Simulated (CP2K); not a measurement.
CP2K run on LiF (Fm-3m, 2 atoms in the cell): self-consistent single point

Level of theory: PBE, GPW, DZVP-MOLOPT-SR-GTH basis, GTH-PBE potentials (GTH_POTENTIALS) in CP2K.

Input:

```
&GLOBAL
  PROJECT lif
  RUN_TYPE ENERGY_FORCE
  PRINT_LEVEL MEDIUM
&END GLOBAL
&FORCE_EVAL
  METHOD Quickstep
  STRESS_TENSOR ANALYTICAL
  &DFT
    BASIS_SET_FILE_NAME BASIS_MOLOPT
    POTENTIAL_FILE_NAME GTH_POTENTIALS
    &QS
      METHOD GPW
      EPS_DEFAULT 1E-11
    &END QS
    &MGRID
      CUTOFF 550
      REL_CUTOFF 40
      NGRIDS 5
    &END MGRID
    &SCF
      SCF_GUESS ATOMIC
      EPS_SCF 1E-6
      MAX_SCF 100
      ADDED_MOS 4
      &DIAGONALIZATION
        ALGORITHM STANDARD
      &END DIAGONALIZATION
      &MIXING
        METHOD BROYDEN_MIXING
        ALPHA 0.2
        NBUFFER 10
        BETA 1.5
      &END MIXING
      &SMEAR ON
        METHOD FERMI_DIRAC
        ELECTRONIC_TEMPERATURE [K] 580.23
      &END SMEAR
    &END SCF
    &KPOINTS
      SCHEME MONKHORST-PACK 5 5 5
    &END KPOINTS
    &XC
      &XC_FUNCTIONAL PBE
      &END XC_FUNCTIONAL
    &END XC
    &PRINT
      &MO
        EIGENVALUES T
        OCCUPATION_NUMBERS T
        NDIGITS 8
        FILENAME mo
        &EACH
          QS_SCF 0
        &END EACH
        ADD_LAST NUMERIC
      &END MO
      &MULLIKEN ON
      &END MULLIKEN
    &END PRINT
  &END DFT
  &SUBSYS
    &CELL
      A 2.85818900 0.00000000 0.00000000
      B 1.42909500 2.47526400 0.00000000
      C 1.42909500 0.82508800 2.33370200
      PERIODIC XYZ
    &END CELL
    &COORD
      SCALED
      Li       0.00000000     0.00000000     0.00000000
      F        0.50000000     0.50000000     0.50000000
    &END COORD
    &KIND Li
      BASIS_SET DZVP-MOLOPT-SR-GTH-q3
      POTENTIAL GTH-PBE-q3
    &END KIND
    &KIND F
      BASIS_SET DZVP-MOLOPT-SR-GTH-q7
      POTENTIAL GTH-PBE-q7
    &END KIND
  &END SUBSYS
  &PRINT
    &FORCES ON
    &END FORCES
    &STRESS_TENSOR ON
    &END STRESS_TENSOR
  &END PRINT
&END FORCE_EVAL
```

Output (repeated stretches shortened):

```
 GLOBAL| Method name                                                        CP2K
 GLOBAL| Project name                                                        lif
 GLOBAL| Run type                                                   ENERGY_FORCE

 CELL| Volume [angstrom^3]:                                            16.510410
 CELL| Vector a [angstrom]:       2.858     0.000     0.000   |a| =     2.858189
 CELL| Vector b [angstrom]:       1.429     2.475     0.000   |b| =     2.858189
 CELL| Vector c [angstrom]:       1.429     0.825     2.334   |c| =     2.858190
 CELL| Angle (b,c), alpha [degree]:                                    59.999999
 CELL| Angle (a,c), beta  [degree]:                                    59.999995
 CELL| Angle (a,b), gamma [degree]:                                    59.999988
 CELL| Numerically orthorhombic:                                              NO
 CELL| Periodicity                                                           XYZ

 DFT| Spin restricted Kohn-Sham (RKS) calculation                            RKS
 DFT| Multiplicity                                                             1
 DFT| Number of spin states                                                    1
 DFT| Charge                                                                   0
 DFT| XC density smoothing                                                  NONE
 DFT| XC derivatives                                                          PW

 QS| Method:                                                                 GPW
 QS| Density plane wave grid type                        NON-SPHERICAL FULLSPACE
 QS| Number of grid levels:                                                    5
 QS| Density cutoff [a.u.]:                                                275.0
 QS| Multi grid cutoff [a.u.]: 1) grid level                               275.0
   [... lines left out ...]
 BRILLOUIN| Wavefunction type                                            COMPLEX
 BRILLOUIN| List of Kpoints [2 Pi/Bohr]                                       63
 BRILLOUIN| Number           Weight            X              Y              Z
 BRILLOUIN|     1           0.01600       -0.40000       -0.40000       -0.40000
 BRILLOUIN|     2           0.01600       -0.40000       -0.40000       -0.20000
 BRILLOUIN|     3           0.01600       -0.40000       -0.40000        0.00000
   [... 60 lines left out ...]
 *******************************************************************************

 Extrapolation method: initial_guess

 Re-scaling the density matrix to get the right number of electrons
                  # Electrons              Trace(P)               Scaling factor
                           10                10.000                        1.000

 Number of electrons:                                                         10
 Number of occupied orbitals:                                                  5
 Number of molecular orbitals:                                                 9

 Number of orbital functions:                                                 19
 Number of independent orbital functions:                                     19
 SCF WAVEFUNCTION OPTIMIZATION

  Step     Update method      Time    Convergence         Total energy    Change
     1 NoMix/Diag. 0.20E+00      -     1.91869584       -31.9243578694 -3.19E+01
     2 Broy./Diag. 0.20E+00      -     0.02768738       -30.3602258054  1.56E+00
     3 Broy./Diag. 0.20E+00      -     0.06707767       -31.2048463343 -8.45E-01
     4 Broy./Diag. 0.20E+00      -     0.03315124       -31.8887721959 -6.84E-01
     5 Broy./Diag. 0.20E+00      -     0.02576364       -31.7489917820  1.40E-01
     6 Broy./Diag. 0.20E+00      -     0.00223963       -31.8507892261 -1.02E-01
     7 Broy./Diag. 0.20E+00      -     0.00681350       -31.8487106329  2.08E-03
   [... 2 lines left out ...]
    10 Broy./Diag. 0.20E+00      -     0.00009164       -31.8509172981 -3.65E-04
    11 Broy./Diag. 0.20E+00      -     0.00012468       -31.8508766225  4.07E-05
    12 Broy./Diag. 0.20E+00      -     0.00000105       -31.8508877879 -1.12E-05
    13 Broy./Diag. 0.20E+00      -     0.00000160       -31.8509049787 -1.72E-05
    14 Broy./Diag. 0.20E+00      -     0.00000034       -31.8509030577  1.92E-06
  *** SCF run converged in    14 steps ***

  Electronic density on regular grids:         -9.9999999998        0.0000000002
  Core density on regular grids:                9.9999999999       -0.0000000001
  Total charge density on r-space grids:        0.0000000001
  Total charge density g-space grids:           0.0000000001

  Overlap energy of the core charge distribution:               0.00000000000000
  Self energy of the core charge distribution:                -70.65956553727510
  Core Hamiltonian energy:                                     18.60863857894863
  Hartree energy:                                              26.81045548263267
  Exchange-correlation energy:                                 -6.61043158202177
  Electronic entropic energy:                                  -0.00000000000000
  Fermi energy:                                                 0.15233295212718

  Total energy:                                               -31.85090305771557
  Total energy (extrapolated to T->0):                        -31.85090305771557

                     Mulliken Population Analysis

 #  Atom  Element  Kind  Atomic population                           Net charge
       1     Li       1          2.318457                              0.681543
       2     F        2          7.681543                             -0.681543
 # Total charge                             10.000000                 -0.000000

 ENERGY| Total FORCE_EVAL ( QS ) energy [hartree]            -31.850903155234299

 FORCES| Atomic forces [hartree/bohr]
 FORCES|   Atom     x               y               z               |f|
 FORCES|      1  3.11200076E-16  2.89945055E-16 -1.19069272E-16   4.41691197E-16
 FORCES|      2 -1.68796272E-14 -5.85454356E-15 -1.81727615E-14   2.54842452E-14
 FORCES| Sum    -1.65684271E-14 -5.56459850E-15 -1.82918308E-14
 FORCES| Total atomic force                                       2.52995772E-14

 STRESS| Analytical stress tensor [bar]
 STRESS|                        x                   y                   z
 STRESS|      x        2.06375089711E+04   1.68655602475E+02   1.19257872330E+02
 STRESS|      y        1.68655602475E+02   2.04427440320E+04   6.88953875944E+01
 STRESS|      z        1.19257872330E+02   6.88953875944E+01   2.03936351714E+04
 STRESS| 1/3 Trace                                             2.04912960582E+04
```

The run converged in 14 iterations.

The starting cell has typed, rounded lattice constants, without a prior relaxation at this level. Its lattice was rescaled by up to half a per cent. Values carry the incompleteness of an atom-centred basis.

Cost on one core of a shared machine: roughly 50 s.
